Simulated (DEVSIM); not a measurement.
System: abrupt Ge p-n junction, at 300 K.

Layer 1 from the left is Ge, thickness (μm) 1.20, Na (cm⁻³) 1.1e18, τn (s) 9.5e-7, τp (s) 9.5e-7. Layer 2 from the left is Ge, thickness (μm) 240, Nd (cm⁻³) 5.4e17, τn (s) 9.5e-7, τp (s) 9.5e-7.

Left contact: ohmic. Right contact: ohmic. Voltage is applied to the left contact. Recombination: SRH at mid-gap, radiative, Auger. Mobility is constant in doping.

Constants are typed, rounded textbook-type inputs, not results; the design itself was drawn at random and stands for no fabricated device. Values at 300 K.

Ge: gap (eV) 0.664, affinity (eV) 4, permittivity 16, Nc (cm⁻³) 1.04e19, Nv (cm⁻³) 6e18, μn (cm²/Vs) 3900, μp (cm²/Vs) 1900, B (cm³/s) 6.4e-14, Cn (cm⁶/s) 1e-31, Cp (cm⁶/s) 1e-31.

Question: Estimate by hand the built-in potential, the peak field at zero bias, and compare with a numerical solution.

Answer: 
- Built-in potential: ni = √(Nc Nv) exp(−Eg/2kT) = 2.09e13 cm⁻³ with Eg = 0.664 eV; Vbi = kT/q ln(Na Nd/ni²) = 0.544 V; numerical 0.544 V.
- Peak field at zero bias: depletion approximation: W = √(2εVbi/(qN)) = 0.0515 μm with N = 3.62e17 cm⁻³; field = 2Vbi/W = 211000 V/cm; numerical 201000 V/cm (estimate above by 5.1 %).

Model (solved in DEVSIM): 1D drift-diffusion, Boltzmann statistics, complete ionisation; no tunnelling, impact ionisation, image-force lowering or self-heating.
